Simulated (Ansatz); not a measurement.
The starting structures come from a database of crystals and need not be the phases stable at ambient conditions.

Tunnelling through a barrier is set by its complex band structure: the current falls as exp(−2κd) with the smallest κ.

Data:

```yaml
crystal:
  lattice:
    - [5.12920, 0.00000, 0.00000]
    - [0.00000, 14.08387, 0.00000]
    - [2.56460, -4.69462, 1.48067]
  atoms:
    - { symbol: Ti, position: [0.00000, 0.85440, 0.00000] }
    - { symbol: Ti, position: [0.00000, 0.14560, 0.00000] }
    - { symbol: Zn, position: [0.00000, 0.63933, 0.00000] }
    - { symbol: Zn, position: [0.00000, 0.36067, 0.00000] }
    - { symbol: O, position: [0.33969, 0.22354, 0.93435] }
    - { symbol: O, position: [0.66031, 0.77646, 0.06565] }
    - { symbol: O, position: [0.38627, 0.56323, 0.95342] }
    - { symbol: O, position: [0.61373, 0.43677, 0.04658] }
    - { symbol: O, position: [0.27404, 0.94950, 0.11223] }
    - { symbol: O, position: [0.72596, 0.05050, 0.88777] }
```

Space group of this cell: R-3. The cell is taken as given; by PBEsol its mean pressure is -8.1 GPa.

Transport runs along the normal of the first two printed cell vectors, the (100) plane of the conventional cell.

No gap correction and no spin-orbit coupling; mid-gap values are interpolated between computed energies.

**Question.** Estimate the band gap and the smallest decay constant κ at mid-gap that Ansatz (an electronic-structure program) with PBEsol returns for this system.

**Answer.** Gap 3.02 eV on a 20×20×20 mesh; κ = 0.378 1/Å, at the zone centre.
